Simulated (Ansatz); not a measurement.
System: TiOF2 (P4₂/mmc, No. 131, 8 atoms in the cell; start mp-37473). Method: LDA (Ansatz, a quantum-chemistry and plane-wave program, plane waves, PAW).

Settings: plane-wave cutoff 520 eV, 10×10×4 k mesh (along the axes of the cell as run), Fermi–Dirac smearing 0.01 eV, no spin polarisation, scalar-relativistic PAW data made under PBE.

Cell (relaxed at this level):

```xyz
8
Lattice="3.7290 0.0000 0.0000 0.0000 3.7290 0.0000 0.0000 0.0000 7.6921" Properties=species:S:1:pos:R:3 pbc="T T T"
Ti     0.0000     0.0000     0.0000
Ti     0.0000     0.0000     3.8461
O      1.8645     0.0000     0.0000
O      0.0000     1.8645     3.8461
F      1.8645     0.0000     3.8461
F      0.0000     1.8645     0.0000
F      0.0000     0.0000     1.9230
F      0.0000     0.0000     5.7691
```

Q: Give the computed band gap and bulk modulus B0.

A: 
- band gap = 2.04 eV (on the SCF k mesh)
- bulk modulus B0 = 157 GPa

Note: the relaxation could not lower the start's symmetry, so the cell can be a saddle point above a distorted one; the bulk modulus is −V dP/dV from two relaxed cells at ±2 % in volume.

A start named mp-… is a Materials Project structure, which need not be a measured phase.
